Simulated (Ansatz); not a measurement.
# Response to strain in CdSe

The parent structure is CdSe in the zinc blende structure (space group F-43m, No. 216; a = 6.082 Å). Axes: x, y, z lie along the cube axes.

Strains are applied to the cell and any free atomic positions relax; under biaxial strain the out-of-plane vector relaxes too.

The values are results of Kohn–Sham DFT with the PBEsol functional, run in Ansatz (an electronic-structure program) with PAW and 420 eV plane waves, spin-orbit coupling left out, not measurements.

Notes on the quantities. energy relative to the base: free energy F.

| change | energy relative to the base | volume per atom | band gap |
|---|---|---|---|
| base | 0 meV/atom | 28.12 Å³ | 0.48 eV |
| biaxial strain +4.23 %, plane normal [001], relaxed out of plane | ? | ? | 0.25 eV |
| biaxial strain −1.51 %, plane normal [110], relaxed out of plane | +3.0 meV/atom | 27.71 Å³ | 0.45 eV |
| isotropic strain −1.98 % | +17 meV/atom | 26.48 Å³ | 0.60 eV |
| isotropic strain −0.30 % | +0.4 meV/atom | 27.87 Å³ | 0.50 eV |
| isotropic strain +1.21 % | +5.8 meV/atom | 29.15 Å³ | 0.41 eV |
| isotropic strain +4.09 % | +59 meV/atom | 31.71 Å³ | 0.25 eV |
| isotropic strain +4.66 % | +76 meV/atom | 32.24 Å³ | 0.22 eV |
| uniaxial strain ε_zz = −3.18 % | +5.8 meV/atom | 27.23 Å³ | 0.48 eV |
| uniaxial strain ε_zz = +1.55 % | +1.3 meV/atom | 28.56 Å³ | 0.43 eV |

Task: Fill in the withheld entries from the trend.

Result: 
- biaxial strain +4.23 %, plane normal [001], relaxed out of plane, energy relative to the base: +12 meV/atom
- biaxial strain +4.23 %, plane normal [001], relaxed out of plane, volume per atom: 28.58 Å³

Whether these cells are dynamically stable was not tested. A zero or small gap of CdSe under biaxial strain +4.23 %, plane normal [001], relaxed out of plane, CdSe under isotropic strain +4.09 % and CdSe under isotropic strain +4.66 % can be the functional's error rather than a property of the material.
